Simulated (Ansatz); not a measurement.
The starting structures come from a database of crystals and need not be the phases stable at ambient conditions.

The decay constant κ of evanescent states in the gap governs leakage through a thin film.

Here is the system:

```
CELL_PARAMETERS angstrom
      4.64853     0.00000     0.00000
      0.00000    10.76145     0.00000
      2.32427     0.00000     4.02575
ATOMIC_POSITIONS crystal
  Na 0.00000 0.00000 0.00000
  Na 0.00000 0.50000 0.00000
  Na 0.33333 0.75000 0.33333
  Na 0.66667 0.25000 0.66667
  Se 0.33333 0.36364 0.33333
  Se 0.66667 0.63636 0.66667
  Se 0.66667 0.86364 0.66667
  Se 0.33333 0.13636 0.33333
```

Space group of this cell: P6_3/mmc. The cell is taken as given.

Transport runs along the normal of the first two printed cell vectors, the (100) plane of the conventional cell.

No gap correction and no spin-orbit coupling; mid-gap values are interpolated between computed energies.

Task: Estimate the band gap and the smallest decay constant κ at mid-gap that r2SCAN run with Ansatz (a program for electronic structure) returns for this system.

Result: Gap 0.84 eV on a 8×4×8 mesh; κ = 0.131 1/Å, at the zone centre.
